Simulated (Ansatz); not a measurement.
## (W,Ta): TaW₇

A 16-atom cell of (W,Ta) started in the body-centred cubic structure, site fractions W 0.875, Ta 0.125, short-range order 0.00 among the nearest mixed sites of the first mixed sublattice (0 is random, a negative value favours unlike neighbours), space group C2/m at the end, an ordered arrangement that its symmetry holds.

The mixing enthalpy is taken against the end members in the body-centred cubic type, relaxed in the same cell and mesh.

Method: PBE (plane waves to 420 eV, PAW; Ansatz, an electronic-structure program). Spin–orbit coupling is left out; the runs are not spin-polarised; with elements this heavy it can move edges by tenths of an eV. Its k-point mesh 5×6×5, Fermi–Dirac width 0.05 eV.

| Item | Value |
|---|---|
| volume per atom | 16.35 Å³ |
| W–W bonds (within 1.22 times the sum of covalent radii) | 2.949 Å on average, from 2.743 to 3.237 (85) |
| Ta–W bonds (within 1.22 times the sum of covalent radii) | 2.972 Å on average, from 2.760 to 3.217 (26) |
| Ta–Ta bonds (within 1.22 times the sum of covalent radii) | 2.806 Å on average, from 2.806 to 2.806 (1) |
| mixing enthalpy per site of the mixed sublattice | -47 meV |
| departure of the mean lattice parameter from Vegard's line | under 0.15 %, inside the noise of the relaxations |

```yaml
crystal:
  lattice:
    - [1.59280, -4.79758, -4.79364]
    - [4.80122, 1.59922, 4.80122]
    - [-4.79364, -4.79758, 1.59280]
  atoms:
    - { symbol: W, position: [0.87689, 0.24996, 0.87454] }
    - { symbol: W, position: [0.93755, 0.12524, 0.43755] }
    - { symbol: Ta, position: [0.43643, 0.12619, 0.93643] }
    - { symbol: W, position: [0.50000, 0.00000, 0.50000] }
    - { symbol: W, position: [0.75053, 0.50000, 0.74947] }
    - { symbol: W, position: [0.81366, 0.37773, 0.31366] }
    - { symbol: W, position: [0.31028, 0.37365, 0.81028] }
    - { symbol: W, position: [0.37454, 0.24996, 0.37689] }
    - { symbol: W, position: [0.62546, 0.75004, 0.62311] }
    - { symbol: W, position: [0.68972, 0.62635, 0.18972] }
    - { symbol: W, position: [0.00000, 0.00000, 0.00000] }
    - { symbol: W, position: [0.18634, 0.62227, 0.68634] }
    - { symbol: W, position: [0.24947, 0.50000, 0.25053] }
    - { symbol: Ta, position: [0.56357, 0.87381, 0.06357] }
    - { symbol: W, position: [0.06245, 0.87476, 0.56245] }
    - { symbol: W, position: [0.12311, 0.75004, 0.12546] }
```
